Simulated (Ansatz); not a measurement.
**A computed series for MgS: response to strain**

The reference is MgS in the rock salt structure (space group Fm-3m, No. 225).

```yaml
crystal:
  lattice:
    - [0.00000, 2.59100, 2.59100]
    - [2.59100, 0.00000, 2.59100]
    - [2.59100, 2.59100, 0.00000]
  atoms:
    - { symbol: Mg, position: [0.00000, 0.00000, 0.00000] }
    - { symbol: S, position: [0.50000, 0.50000, 0.50000] }
```

Cartesian axes are those of the cell as printed.

Strains are applied to the cell and any free atomic positions relax.

Computed with Kohn–Sham DFT with the PBEsol functional, run in Ansatz (a program for electronic structure) with PAW and 420 eV plane waves, no spin-orbit coupling.

Candidates:
(a) uniaxial strain ε_zz = −1.50 %
(b) uniaxial strain ε_zz = +1.00 %
(c) uniaxial strain ε_zz = −0.50 %

Before the change:

* **Band gap**: 2.73 eV

**Question.** Order them by band gap, highest first.

**Answer.** (c) uniaxial strain ε_zz = −0.50 % (2.71 eV), (a) uniaxial strain ε_zz = −1.50 % (2.68 eV), (b) uniaxial strain ε_zz = +1.00 % (2.66 eV)

Whether these cells are dynamically stable was not tested.
